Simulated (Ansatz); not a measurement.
Input and output of a self-consistent single point for BaCdSbF (P4mm, 8 atoms in the cell) (Ansatz, a first-principles code).

Level of theory: LDA (PW92), default PAW files made with PBE (plane waves; Ansatz).

```
CELL_PARAMETERS angstrom
      4.60947     0.00000     0.00000
      0.00000     4.60947     0.00000
      0.00000     0.00000     9.75733
ATOMIC_POSITIONS crystal
  Ba 0.00000 0.50000 0.64561
  Ba 0.50000 0.00000 0.35951
  Cd 0.50000 0.50000 0.00000
  Cd 0.00000 0.00000 0.00000
  Sb 0.00000 0.50000 0.18461
  Sb 0.50000 0.00000 0.81539
  F  0.50000 0.50000 0.50000
  F  0.00000 0.00000 0.50000
```

Reference input (self-consistent single point, DFT, LDA (PW92), plane waves, default PAW files made with PBE): basis.ecutwfc = 30.9 Ry; kpoints.mp_grid.grid = 6 6 3; hamiltonian.xc = lda; hamiltonian.pseudopotentials = {kind: paw} (the program's default PAW files); scf.occupations.method = fermi_dirac; scf.occupations.width = 0.0015 Ry. This run's input differs from it in these lines:

Ansatz 0.2 input:
```diff
@@ -18,3 +18,3 @@
 kpoints:
-  mp_grid: { grid: [6, 6, 3] }
+  mp_grid: { grid: [4, 4, 2] }
 hamiltonian:
```

Log, with long lists cut:

```
SCF iter   1: F=—  HF=-42063.100452 eV  |F-HF|=—  |Δ(HF+E_count)|=         —  Δρ=1.05e-2  dr2=1.64e-1  ethr=1.77e-3  ⟨swp⟩=8.7  Hψ=3597  notcnv=0  defer=4
all-band conjugate gradients solve this SCF's bands
preconditioner: auto → LDOS
SCF iter   2: F=—  HF=-42063.234286 eV  |F-HF|=—  |Δ(HF+E_count)|=   1.34e-1  Δρ=2.08e-2  dr2=6.40e-1  ethr=1.57e-4  ⟨swp⟩=3.4  Hψ=1757  notcnv=0  defer=58
   [... lines left out ...]
SCF iter   5: F=—  HF=-42063.056636 eV  |F-HF|=—  |Δ(HF+E_count)|=   2.84e-5  Δρ=9.08e-5  dr2=2.28e-5  ethr=2.22e-7  ⟨swp⟩=2.4  Hψ=1235  notcnv=0  defer=66
SCF iter   6: F=—  HF=-42063.056763 eV  |F-HF|=—  |Δ(HF+E_count)|=   1.27e-4  Δρ=2.83e-5  dr2=1.60e-6  ethr=2.20e-8  ⟨swp⟩=2.0  Hψ=1224  notcnv=0  defer=66
SCF iter   7: F=—  HF=-42063.056763 eV  |F-HF|=—  |Δ(HF+E_count)|=   4.50e-8  Δρ=1.07e-5  dr2=2.12e-7  ethr=1.54e-9  ⟨swp⟩=2.0  Hψ=1303  notcnv=0  defer=66
SCF iter   8: F=-42063.056763 eV  HF=-42063.056763 eV  |F-HF|=7.57e-10  |Δ(HF+E_count)|=   7.66e-8  Δρ=2.24e-6  dr2=1.23e-8  ethr=9.62e-11  ⟨swp⟩=11.7  Hψ=4006  notcnv=0
SCF 1 converged in 8 iterations: F = -42063.056763 eV  dr2 = 1.23e-8
Free energy (F): -42063.056763 eV
Internal energy: -42063.055664 eV  (E = F + TS)
E sigma→0 (E₀):  -42063.056213 eV
Entropy (-TS):   -0.001099 eV (-0.137 meV/atom)
Fermi energy:    9.622840 eV
--- Forces (eV/Å), atoms counted from 1 ---
  atom   1  Ba     0.00000000     0.00000000    -0.35522398
  atom   2  Ba    -0.00000000     0.00000000     0.26262097
  atom   3  Cd     0.00000000     0.00000000     0.02857910
  atom   4  Cd    -0.00000000     0.00000000     0.02857910
  atom   5  Sb     0.00000000     0.00000000    -0.06815651
  atom   6  Sb    -0.00000000     0.00000000     0.02365027
  atom   7  F     -0.00000000     0.00000000     0.03997669
  atom   8  F      0.00000000     0.00000000     0.03997669
--- Stress (GPa, compression-positive) ---
       -3.874485       0.000000      -0.000000
        0.000000      -3.874485       0.000000
       -0.000000       0.000000      -3.334681
  P = ⅓ Tr σ = -3.6946 GPa (-36.946 kbar)
  The stress holds the Pulay correction. Without it, at fixed plane waves, as pw.x and ABINIT print it: P = -3.8701 GPa
```

The run converged in 8 iterations. Against the reference run the free energy rises by 11.6 meV/atom, the pressure moves little (-3.72 to -3.69 GPa), the largest force goes from 0.386 to 0.355 eV/Å and the gap on the mesh goes from 0.126 to 0.108 eV.

The starting cell comes from a database of computed structures (which also holds hypothetical and non-ambient phases and stackings), without a prior relaxation at this level. Its lattice was rescaled by up to half a per cent. One atom was moved a little off its site on purpose. Spin-orbit coupling is off. With a pressure of about -4 GPa the cell is away from its equilibrium volume at this level. Ansatz's pressure includes its estimate of the finite-basis (Pulay) stress.
